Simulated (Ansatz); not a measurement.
```yaml
crystal:
  lattice:
    - [4.17109, 0.00000, 0.00000]
    - [2.08555, 3.61227, 0.00000]
    - [0.00000, 0.00000, 7.05786]
  atoms:
    - { symbol: Cd, position: [0.33333, 0.33333, 0.00425] }
    - { symbol: Cd, position: [0.66667, 0.66667, 0.50425] }
    - { symbol: Se, position: [0.33333, 0.33333, 0.37175] }
    - { symbol: Se, position: [0.66667, 0.66667, 0.87175] }
```

No spin polarisation.

Level of theory: LDA in Ansatz (plane waves to 420 eV, PAW, no spin-orbit coupling). Settings: 9×9×5 k-points, 0.05 eV Fermi–Dirac smearing.

### Question
Predict the valence-band top at Γ and width of the top valence band.

### Answer
The valence-band top at Γ (three highest levels, from the VBM) is 0.00, 0.00, -0.24 eV and the width of the top valence band is 1.98 eV.

The levels and masses belong to the bands next to the band gap. The cells carry an imposed strain or load. Whether these cells are dynamically stable was not tested. The cell was made from CdSe in the wurtzite structure (space group P6_3mc, No. 186) by this change: biaxial strain −1.80 %, plane normal [001], relaxed out of plane.

Ansatz is a first-principles code.
